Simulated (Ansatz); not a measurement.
We consider Cr2AlB2 (Cmmm, No. 65, 5 atoms in the cell; start mp-7692), described by PBEsol (Ansatz, a first-principles code, PAW).

Numerical settings: plane-wave cutoff 520 eV, 20×20×18 k mesh (along the axes of the cell as run), Fermi–Dirac smearing 0.05 eV, no spin polarisation, scalar-relativistic PAW data made under PBE.

Cell (relaxed at this level):

```cif
data_Al2B4Cr4
_chemical_formula_sum 'Al2 Cr4 B4'
_space_group_name_H-M_alt 'Cmmm'
_space_group_IT_number 65
_space_group_name_Hall '-C 2 2'
_cell_length_a 2.90142
_cell_length_b 10.97662
_cell_length_c 2.90150
_cell_angle_alpha 90.000
_cell_angle_beta 90.000
_cell_angle_gamma 90.000
loop_
_space_group_symop_operation_xyz
  'x, y, z'
  '-x, -y, -z'
  '-x, -y, z'
  'x, y, -z'
  'x, -y, -z'
  '-x, y, z'
  '-x, y, -z'
  'x, -y, z'
  'x+1/2, y+1/2, z'
  '-x+1/2, -y+1/2, -z'
  '-x+1/2, -y+1/2, z'
  'x+1/2, y+1/2, -z'
  'x+1/2, -y+1/2, -z'
  '-x+1/2, y+1/2, z'
  '-x+1/2, y+1/2, -z'
  'x+1/2, -y+1/2, z'
loop_
_atom_site_label
_atom_site_type_symbol
_atom_site_symmetry_multiplicity
_atom_site_Wyckoff_symbol
_atom_site_fract_x
_atom_site_fract_y
_atom_site_fract_z
_atom_site_occupancy
Al1 Al 2 a 0.00000 0.00000 0.00000 1
Cr1 Cr 4 j 0.50000 0.14815 0.50000 1
B1 B 4 i 0.00000 0.20542 0.00000 1
```
(The calculation used a cell of 5 atoms; values per cell refer to that cell.)

Problem. What does this level give for the bulk modulus B0?

Solution. 
- bulk modulus B0: 241 GPa

Note: the run has no spin polarisation, so it can have missed a magnetic state; the bulk modulus is −V dP/dV from two relaxed cells at ±2 % in volume; the relaxation could not lower the start's symmetry, so the cell can be a saddle point above a distorted one.

It cost very roughly 4 core-minutes of CPU time.

A start named mp-… is a Materials Project structure, which need not be a measured phase.
